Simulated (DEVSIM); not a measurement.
Structure: Si n-i-p diode, at 350 K.

```
layer (left to right)  material  thickness (μm)  Nd (cm⁻³)  Na (cm⁻³)   τn (s)   τp (s)
---------------------  --------  --------------  ---------  ---------  -------  -------
1                            Si           0.860     1.3e19          -  0.00048  0.00048
2                            Si           0.620          -     4.7e12  0.00048  0.00048
3                            Si           0.550          -     4.7e18  0.00048  0.00048
```

Left contact: ohmic. Right contact: ohmic. Voltage is applied to the left contact. Recombination: SRH at mid-gap, radiative. Mobility is μmin + (μ − μmin)/(1 + (N/Nref)^α).

The device is made up for the run: typed textbook-type constants, with dimensions and the other settings drawn at random. Values at 300 K; Nc and Nv go as T^1.5, mobilities as T to minus their exponent, the gap by Varshni's rule with the affinity fixed.

| parameter | Si |
|---|---|
| gap (eV) | 1.124 |
| affinity (eV) | 4.05 |
| permittivity | 11.7 |
| Nc (cm⁻³) | 2.86e19 |
| Nv (cm⁻³) | 3.1e19 |
| μn (cm²/Vs) | 1417 |
| μp (cm²/Vs) | 470 |
| μn,min | 52 |
| μp,min | 45 |
| Nref,n | 9.7e16 |
| Nref,p | 2.2e17 |
| αn | 0.68 |
| αp | 0.72 |
| T exponent of μn | 2.3 |
| T exponent of μp | 2.2 |
| B (cm³/s) | 4.7e-15 |
| Varshni α (eV/K) | 0.000473 |
| Varshni β (K) | 636 |

Model (solved in DEVSIM): 1D drift-diffusion, Boltzmann statistics, complete ionisation; no tunnelling, impact ionisation, image-force lowering or self-heating.

Question: Give the dark forward current.

Answer: 
```json
[
 {"V (V)": "-0.05", "J (A/cm²)": "-2.3e-9"},
 {"V (V)": "-0.10", "J (A/cm²)": "-1.2e-8"},
 {"V (V)": "-0.20", "J (A/cm²)": "-2.8e-7"},
 {"V (V)": "-0.25", "J (A/cm²)": "-1.4e-6"},
 {"V (V)": "-0.30", "J (A/cm²)": "-7.3e-6"},
 {"V (V)": "-0.40", "J (A/cm²)": "-0.00020"},
 {"V (V)": "-0.45", "J (A/cm²)": "-0.0010"},
 {"V (V)": "-0.50", "J (A/cm²)": "-0.0055"},
 {"V (V)": "-0.55", "J (A/cm²)": "-0.029"},
 {"V (V)": "-0.65", "J (A/cm²)": "-0.79"},
 {"V (V)": "-0.70", "J (A/cm²)": "-4.1"},
 {"V (V)": "-0.75", "J (A/cm²)": "-22"},
 {"V (V)": "-0.85", "J (A/cm²)": "-580"},
 {"V (V)": "-0.90", "J (A/cm²)": "-2800"}
]
```
